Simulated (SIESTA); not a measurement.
Checking a run of SIESTA on Mg14MnCd (Amm2, 16 atoms in the cell). The aim is a self-consistent single point with DFT, LDA PW92, numerical atomic orbitals DZP, PseudoDojo LDA standard norm-conserving potentials (rewritten from UPF to PSML).

Cell that was meant: a = 10.2002 Å, b = 6.3016 Å, c = 6.3016 Å, α = 59.98°, β = 90.00°, γ = 90.00°.

Part of the input:

```
SCF.Mixer.Method             Broyden
SCF.Mixer.Weight             0.1
SCF.Mixer.History            6
SCF.DM.Tolerance             1.0E-01
SCF.H.Tolerance              1.0 eV
Diag.ParallelOverK           true
WriteForces                  true
Charge.Mulliken              end
```

The program printed (abridged):

```
reinit: Reading from file input.fdf

reinit: System Name: Mg14MnCd
reinit: System Label: mg14mncd

NOTE on units for spin output:
   [... lines left out ...]
initDM: WARNING: atom 12 has a closed-shell and cannot be polarized
initDM: WARNING: atom 13 has a closed-shell and cannot be polarized
initDM: WARNING: atom 14 has a closed-shell and cannot be polarized
initDM: WARNING: atom 16 has a closed-shell and cannot be polarized
DM filled with atomic data (user-defined):

InitMesh: MESH = 128 x 72 x 72 = 663552
InitMesh: Mesh cutoff (required, used) =   400.000   435.215 Ry

stepf: Methfessel-Paxton step function
       Using Hermite-Gauss polynomials of order  0
        iscf     Eharris(eV)        E_KS(eV)     FreeEng(eV)     dDmax    Ef(eV) dHmax(eV)
   scf:    1   -30235.377953   -30294.190322   -30294.202786  0.701971 -3.232900 15.761796
     spin moment: {S} , |S| = {        0.0        0.0    3.73355 }     3.73355
   scf:    2   -30293.035779   -30298.207543   -30298.221666  0.173589 -3.391144  5.730422
     spin moment: {S} , |S| = {        0.0        0.0    3.50618 }     3.50618
   scf:    3   -30299.698460   -30299.871985   -30299.884526  0.113059 -3.347838  5.875990
   [... lines left out ...]
     spin moment: {S} , |S| = {        0.0        0.0    3.92022 }     3.92022
   scf:    6   -30300.103756   -30299.606989   -30299.621068  0.021557 -3.391922  7.768581
     spin moment: {S} , |S| = {        0.0        0.0    3.88735 }     3.88735
   scf:    7   -30301.397887   -30300.748323   -30300.761141  0.057997 -3.424900  2.727813
     spin moment: {S} , |S| = {        0.0        0.0    3.73936 }     3.73936
   scf:    8   -30300.877708   -30300.917901   -30300.928840  0.036696 -3.446568  0.529476
     spin moment: {S} , |S| = {        0.0        0.0    3.62813 }     3.62813
SCF Convergence by DM+H criterion
max |DM_out - DM_in|         :     0.0366955705
max |H_out - H_in|      (eV) :     0.5294762081
SCF cycle converged after 8 iterations

Using DM_out to compute the final energy and forces

siesta: E_KS(eV) =           -30300.9179

siesta: E_KS - E_eggbox =    -30300.9179

siesta: Atomic forces (eV/Ang):
     1   -0.000000    0.000000   -0.030499
     2    0.000000   -0.000000   -0.057145
     3    0.000000   -0.049690   -0.017433
     4    0.000000    0.049690   -0.017433
     5    0.000000    0.022185    0.042045
     6    0.000000   -0.022185    0.042045
     7    0.184468    0.016420    0.005058
     8   -0.184468   -0.016420    0.005058
     9   -0.184468    0.016420    0.005058
    10    0.184468   -0.016420    0.005058
   [... lines left out ...]
siesta: FreeEng =    -30300.928840
siesta: Cell volume =        350.705623 Ang**3
siesta:           3.95408110          7.44895664  kBar
   [... lines left out ...]
    10     0.019721    9.980279   -0.038565  Mg
    11    -0.134968   10.134968   -0.042514  Mg
    12    -0.134967   10.134967   -0.042514  Mg
    13    -0.083849   10.083849    0.033157  Mg
    14    -0.083849   10.083849    0.033157  Mg
    15     0.253849   14.746151    4.089284  Mn
    16    -0.004697   20.004697   -0.089805  Cd
 Total    -0.000000                3.628130
```

Is anything amiss in this input, and did it matter?

The results are close to the sound ones and would serve for rough work. The doubtful point is a convergence threshold that is too loose. A loop that stops early leaves an energy error of second order in the density error, but errors of first order in forces and stress. The run converged in 8 iterations without an error; against the sound input the free energy hardly moves (within 1 meV/atom), the pressure moves little (0.37 to 0.40 GPa), the largest force goes from 0.176 to 0.185 eV/Å and the size of the net moment stays at 0.23 μB/atom.

The sound input it was made from differs as follows (other fixes are possible):
```diff
-SCF.DM.Tolerance             1.0E-01
-SCF.H.Tolerance              1.0 eV
+SCF.DM.Tolerance             1.0E-05
```

With that input, the run converged in 30 iterations: free energy E − TS -30300.9376 eV; Fermi level (on the code's own zero) -3.45 eV; pressure 0.37 GPa; largest force (vector length) 0.176 eV/Å; size of the cell's spin moment 3.62 μB (DFT, LDA PW92, numerical atomic orbitals DZP, PseudoDojo LDA standard norm-conserving potentials (rewritten from UPF to PSML)).

On the sound input: the starting cell comes from a database of computed structures (which also holds hypothetical and non-ambient phases and stackings), without a prior relaxation at this level. With one magnetic atom in the cell only a parallel order is possible. Values carry the incompleteness of an atom-centred basis. Without a gap this mesh is coarse (it stands for a supercell whose shortest vector is 19 Å).
